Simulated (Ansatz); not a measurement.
The reference is VBiO₄ (space group I4_1/a, No. 88; a = 5.166 Å, c = 11.779 Å).

Method: Ansatz (an electronic-structure program) PBE, no SOC.

Before the change:

```
Quantity           Result
---------------  --------
Band gap          2.25 eV
Volume per atom  13.10 Å³
```

It is then changed as follows: a negative pressure, −1 GPa.

Task: What happens to the band gap and volume per atom?

Result: The band gap rises by 0.02 eV to 2.27 eV; the volume per atom rises by 0.11 Å³ (13.10 Å³ → 13.21 Å³).

Spin-orbit coupling, missing from the scalar runs, can matter with Bi. Load acts through the strain it causes; cell and atoms are relaxed under it. Stability against distortions was not tested. Seeded moments were not kept for the base. All final runs are without spin polarisation.
